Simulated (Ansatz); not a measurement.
Levels about the gap of amorphous Si30N44Ti3 (77 atoms in a cell of 872 Å³, 3.05 g/cm³; zone centre alone, so wide bands show as single levels with stretches between that a denser mesh fills), at the geometry that PBE relaxed, where it gives 0.3 GPa on a denser mesh. The participation number counts the atoms over which a state spreads; weights are charges in smoothed Voronoi cells. The levels come from a single point, so bond lengths are those of that geometry. Method of the levels: r2SCAN, scalar-relativistic without spin-orbit coupling (Ansatz, a program for electronic structure). Sampling: the zone centre alone; Fermi-Dirac width 0.01 eV; collinear spin, started from moments on atoms (the moments died out). At PBE the levels at both edges of the gap are localised (band-tail or defect states), and the nearest spread-out levels lie 3.5 eV apart at the zone centre.

It comes from a melt-quench run on a machine-learned potential (CHGNet), relaxed afterwards by DFT. N atoms were pushed apart under 1.9 Å during the dynamics, to hinder bonds among them. The hot cell started wider than the set density and was brought back towards it in steps. It is the lowest in DFT energy of 2 quenches. It is a model cell: composition and starting density were chosen by hand, and all elements were melted together. No dispersion term was used. Its density started from a set value of 3.05 and ended at 3.05 g/cm³. The simulated quench (nominally 300 K/ps over its main leg) is rapid and tends to freeze in more defects than a deposited or slowly cooled glass has. A cell of this size samples the disorder only roughly. The volume was held where the preparation left it and the shape relaxed, at a PBE pressure of 0.3 GPa.

```tsv
E - E(highest filled), eV	filling	spin	participation number	largest on	weight N	weight Ti	weight Si
-0.33	filled	up	16.3	N, 2 neighbours	0.87	0.04	0.09
-0.28	filled	up	15.4	N, 3 neighbours	0.87	0.05	0.08
-0.28	filled	dn	15.4	N, 3 neighbours	0.87	0.05	0.08
-0.15	filled	up	10.2	N, 3 neighbours	0.90	0.01	0.08
-0.15	filled	dn	10.2	N, 3 neighbours	0.90	0.01	0.08
0.00	filled	dn	13.5	N, 3 neighbours	0.89	0.02	0.09
0.00	filled	up	13.5	N, 3 neighbours	0.89	0.02	0.09
1.79	empty	up	1.7	Ti, 6 neighbours	0.18	0.77	0.05
1.79	empty	dn	1.7	Ti, 6 neighbours	0.18	0.77	0.05
2.36	empty	up	2.1	Ti, 6 neighbours	0.19	0.76	0.06
2.36	empty	dn	2.1	Ti, 6 neighbours	0.19	0.76	0.06
2.48	empty	dn	2.0	Ti, 6 neighbours	0.23	0.71	0.05
2.48	empty	up	2.0	Ti, 6 neighbours	0.23	0.71	0.05
2.75	empty	dn	2.2	Ti, 6 neighbours	0.20	0.72	0.08
```

Most localised among these is the empty level at +1.79 eV, on a Ti atom, which has 6 neighbours (N 1.93 Å, N 2.04 Å, N 2.05 Å, N 2.18 Å, N 2.37 Å, N 2.41 Å).
